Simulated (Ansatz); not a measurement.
Output of an Ansatz run (abridged):

```
WARN ansatz: RAYON_NUM_THREADS=1 ignored (pool sized by the plan → 1); use --threads N
Pseudopotentials: kind: paw
Pseudopotential: Ta, paw, valence charge 13
Pseudopotential: Ru, paw, valence charge 16
Crystal: 2 atoms, lattice volume = 31.532 Å³
Basis set: ecut = 420 eV, 635 PW (Γ), exchange–correlation on 48×48×48 points (8 copies of the dense FFT grid, shifted against one another)
Bands: 19, of which v1, the nominal top of the filled ones, is band 15 counted from 1 (14 counted from 0)
Symmetry: 16 space group operations
Space group: P4/mmm (ITA 123), of the structure as read, at distance tolerance 3.2e-5 Å
k-points: 252 of 2548
PAW frozen core: Ta, regenerated for the run's functional, and the local potential with it
PAW frozen core: Ru, regenerated for the run's functional, and the local potential with it
Initial density: superposition of atomic densities (neutral atoms: chi_scale 0, normalization atom), corrected by the library's trained network
Initial wavefunctions: pseudopotential atomic-orbital guess
Eigensolver: davidson
Functional: x = pbesol(κ = 0.804, μ = 0.12345679012345678), c = pbesol(β = 0.046)
SCF iter   1: F=—  HF=-15623.583040 eV  |F-HF|=—  |Δ(HF+E_count)|=         —  Δρ=8.98e-3  dr2=3.01e-2  ethr=1.77e-3  ⟨swp⟩=5.1  Hψ=19737  notcnv=0
all-band conjugate gradients solve this SCF's bands
preconditioner: auto → none
SCF iter   2: F=—  HF=-15623.580534 eV  |F-HF|=—  |Δ(HF+E_count)|=   2.51e-3  S|Δr|=    0.00e0  Δρ=4.91e-3  dr2=1.01e-2  ethr=1.04e-4  ⟨swp⟩=1.4  Hψ=7004  notcnv=0
SCF iter   3: F=—  HF=-15623.579169 eV  |F-HF|=—  |Δ(HF+E_count)|=   1.37e-3  S|Δr|=    0.00e0  Δρ=6.32e-4  dr2=1.48e-4  ethr=3.49e-5  ⟨swp⟩=1.7  Hψ=6140  notcnv=0
SCF iter   4: F=—  HF=-15623.579146 eV  |F-HF|=—  |Δ(HF+E_count)|=   2.28e-5  S|Δr|=    0.00e0  Δρ=1.08e-4  dr2=2.00e-6  ethr=5.10e-7  ⟨swp⟩=2.1  Hψ=7322  notcnv=0
SCF iter   5: F=—  HF=-15623.579170 eV  |F-HF|=—  |Δ(HF+E_count)|=   2.46e-5  S|Δr|=    0.00e0  Δρ=3.49e-5  dr2=4.11e-7  ethr=3.45e-10  ⟨swp⟩=6.5  Hψ=22890  notcnv=0
SCF iter   6: F=-15623.579170 eV  HF=-15623.579170 eV  |F-HF|=3.93e-9  |Δ(HF+E_count)|=   1.08e-7  S|Δr|=    0.00e0  Δρ=4.96e-6  dr2=5.37e-9  ethr=3.45e-10  ⟨swp⟩=4.5  Hψ=17191  notcnv=0
SCF 1 converged in 6 iterations: F = -15623.579170 eV  dr2 = 5.37e-9
SCF converged after 6 iterations
Stability not checked (fill_not_monotonic)
Free energy (F): -15623.579170 eV
Harris-Foulkes:  -15623.579170 eV  (|F-HF|=3.93e-9)
Internal energy: -15623.577404 eV  (E = F + TS)
E sigma→0 (E₀):  -15623.578729 eV
Entropy (-TS):   -0.001766 eV (-0.883 meV/atom)
Fermi energy:    21.300977 eV
Step filling:    the computed levels leave a gap of 0.0023 eV = 0.0 smearing widths
--- Per-component energies (eV) ---
  E_band       = -173.838499
  E_kinetic    = 880.207587
  E_local      = -1924.066266  (includes V_loc(G=0)·N_el)
  E_nonlocal   = 361.856789
  E_hartree    = 644.268530
  E_xc         = -406.631682
  E_vxc        = -442.702045  (∫ρ·V_xc dr)
  E_paw        = -11671.974967  (= ΣΔE_a)
  E_vpaw       = -337.668745  (= ΣTr[D̂ρ^β])
  E_aug_tail   = -0.000048  (compensation charges beyond the density's cutoff)
  E_ewald      = -3507.704291
  E_core_change = 0.466942  (= ΣΔE_core)
  E_smearing   = -0.001766  (= −TS)
  E_closure    = -0.000000  (closes the sum)
  Σ components = -15623.579170   (vs F -15623.579170, Δ=0.00e0)
--- Forces (eV/Å), atoms counted from 1 ---
  atom   1  Ta     0.00000000    -0.00000000     0.00000000
  atom   2  Ru     0.00000000     0.00000000     0.00000000
  max |Σ_I F_I| component: 3.16e-30 eV/Å
--- Stress (GPa, compression-positive) ---
       -4.634273       0.000000       0.000000
        0.000000      -4.634273       0.000000
        0.000000       0.000000      -5.017941
  P = ⅓ Tr σ = -4.7622 GPa (-47.622 kbar)
  The stress holds the Pulay correction. Without it, at fixed plane waves, as pw.x and ABINIT print it: P = -4.8170 GPa
--- Band table (eV; the first three rows and the last of 252) ---
  k-point 0: bands = ["-51.5344", "-47.0105", "-21.5638", "-21.5064", "-21.5064", "-13.4408", "-13.2939", "-13.2939", "12.6301", "15.4419", "15.6867", "18.9567", "18.9567", "19.8907", "21.6908", "23.1472", "25.6805", "25.8016", "25.8016"]
  k-point 1: bands = ["-51.5341", "-47.0104", "-21.5655", "-21.5057", "-21.5057", "-13.4519", "-13.2946", "-13.2946", "12.7438", "15.5195", "15.7429", "18.9761", "18.9761", "19.9215", "21.5547", "23.1245", "25.4735", "25.4735", "25.6142"]
  k-point 2: bands = ["-51.5333", "-47.0104", "-21.5702", "-21.5040", "-21.5040", "-13.4825", "-13.2965", "-13.2965", "13.0765", "15.7378", "15.9097", "19.0354", "19.0354", "20.0099", "21.1750", "23.0320", "24.7359", "24.7359", "25.4286"]
  k-point 251: bands = ["-51.5044", "-46.9630", "-21.6471", "-21.6471", "-21.5641", "-13.7187", "-13.7187", "-13.5332", "17.4108", "17.8532", "17.8532", "17.9826", "18.8642", "18.8642", "21.0083", "21.6703", "24.9933", "26.5657", "28.9700"]
```

The structure:

```xyz
2
Lattice="3.0410 0.0000 0.0000 0.0000 3.0410 0.0000 0.0000 0.0000 3.4098" Properties=species:S:1:pos:R:3 pbc="T T T"
Ta     1.5205     1.5205     1.7049
Ru     0.0000     0.0000     0.0000
```

Reconstruct the input of this run.

Other spellings and defaults could give the same log, and not every line can be read from it. The input that was run (DFT, PBEsol, plane waves, default PAW files made with PBE):

Ansatz 0.2 input:
```yaml
# TaRu
crystal:
  lattice:
    - [3.04096000, 0.00000000, 0.00000000]
    - [0.00000000, 3.04096000, 0.00000000]
    - [0.00000000, 0.00000000, 3.40983000]
  atoms:
    - { symbol: Ta, position: [0.50000000, 0.50000000, 0.50000000] }
    - { symbol: Ru, position: [0.00000000, 0.00000000, 0.00000000] }
basis:
  ecutwfc: 420.0 eV
kpoints:
  mp_grid: { grid: [14, 14, 13] }
hamiltonian:
  xc: pbesol
  pseudopotentials: { kind: paw }
scf:
  occupations: { method: methfessel_paxton, width: 0.272 eV }
output:
  forces: true
  eigenvalues: true
  stress: true
```

The starting cell comes from a database of computed structures (which also holds hypothetical and non-ambient phases and stackings), without a prior relaxation at this level. Spin-orbit coupling is off. Spin polarisation is off. With a pressure of about -5 GPa the cell is away from its equilibrium volume at this level. Ansatz's pressure includes its estimate of the finite-basis (Pulay) stress.

Ansatz is a program for electronic structure.
